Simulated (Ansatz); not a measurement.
**MgB2: stress against strain**

MgB2 (AlB2 type, P6/mmm, 9.479 Å³/atom at rest, c along z) under a strain ε along a direction in the basal plane (axis x), the other axes held. PBEsol in Ansatz, a plane-wave DFT program (PAW, default set), 420 eV, 22×22×17 Γ-centred mesh, Fermi-Dirac smearing 0.10 eV; ions are relaxed within the symmetry of each cell. Stress is positive for a compressed cell.

Here s stands for strain and y for stress xx.

| strain (%) | stress xx (GPa) |
|---|---|
| -1.50 | 6.63 |
| -1.00 | 4.40 |
| -0.50 | 2.19 |
| 0.00 | 0.00 |
| 0.50 | -2.15 |
| 1.00 | -4.28 |
| 1.50 | -6.36 |
| 3.00 | ? |

Task: Fit y against s with a straight line, and predict the withheld value at s = 3.00.

Result: Means: s 0, y 0.061. About the means, the sum of products is -30.335 and the sum of squares of s is 7.0000; the slope is their ratio. Least squares gives y = 0.061 - 4.3336·s. Residuals (row less fit): 0.069, 0.005, -0.038, -0.061, -0.044, -0.007, 0.079; standard error 0.060 (degrees of freedom: 5). The slope gives the elastic constant C11 = 433 ± 2 GPa. At the withheld row, y = 0.061 - 4.3336 × 3.0 = -12.940 GPa. The calculation gives -12.36 GPa, 0.580 GPa above the prediction (3.1 % of the range of y in the table). The row lies outside the fitted rows, so this is an extrapolation. From the scatter of the fitted rows alone, a prediction at this place has a standard error of 0.094 GPa, so the miss is 6.2 times that.

One order more, fitted to all 13 runs of the series, follows each within 0.04, so the miss is the next term of a smooth law. In a metal these values are sensitive to mesh and smearing; energies are taken to zero smearing, stresses follow the free energy. Rows are the converged runs of the series near zero and its far end; series whose fitted rows scatter by over a few per cent of the range, as at a crossing or softening among them, aren't shown in this form. Most that stay on the fit to the last digits aren't either.
